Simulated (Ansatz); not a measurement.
Start from SrSnSe₃ in the cubic perovskite structure (space group Pm-3m, No. 221; a = 5.323 Å; a hypothetical phase, not in the database extracts checked). Axes: x, y, z lie along the cube axes.

(Cell as relaxed with PBE.)

Levels (all Ansatz, a program for electronic structure, PAW): PBE (420 eV, no spin-orbit coupling); PBEsol (420 eV, no spin-orbit coupling).

Each level relaxes its own structure.

| base | PBE | PBEsol |
|---|---|---|
| volume per atom | 30.16 Å³ | 28.78 Å³ |
| lattice parameter a | 5.323 Å | 5.240 Å |
| band gap | zero | zero |

Modification: biaxial strain −0.91 %, plane normal [111], relaxed out of plane (Cartesian); in-plane vectors clamped, the third vector and the atoms free.

| quantity | PBE | PBEsol |
|---|---|---|
| energy relative to the base (free energy F) | +0.7 meV/atom | (withheld) |
| band gap | zero | (withheld) |
| shortest interatomic distance | 2.656 Å | (withheld) |
| pressure (mean of the normal stresses, compression positive) | 0.3 GPa | (withheld) |

Task: Given the PBE results, estimate those of PBEsol.

Result: 
- energy relative to the base (free energy F), PBEsol: +0.8 meV/atom
- band gap, PBEsol: zero
- shortest interatomic distance, PBEsol: 2.615 Å
- pressure (mean of the normal stresses, compression positive), PBEsol: 0.3 GPa

PBE's shortest interatomic distance lies 0.041 Å above PBEsol's (1.6 %); the two agree on the band gap and pressure. Neither level is exact; PBEsol is the comparison here, not a measurement.

Without a gap, meshes like the base's 9×9×9 leave anisotropic stresses uncertain by several tenths of a GPa, and small strain energies with them. No phonon test of stability was made. All final runs are without spin polarisation. Many cubic perovskites are stable only at high temperature; tilts and polar distortions were not tested.
